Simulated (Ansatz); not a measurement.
Take Ag in the fcc (Cu type) structure (space group Fm-3m, No. 225; a = 4.1043 Å; relaxed with 0.1 eV smearing) as the base.

Method: r2SCAN (Ansatz, a first-principles code; PAW; 500 eV plane waves; no spin-orbit coupling).

Before the change:

The pressure is 0.0 GPa.

Perturbation: every lattice vector is stretched by 3.00 %; the atoms relax in the strained cell.

Estimate the effect on the pressure and energy relative to the base.

The pressure goes from zero to -7.1 GPa; the energy rises by 39 meV/atom.

No phonon test of stability was made.
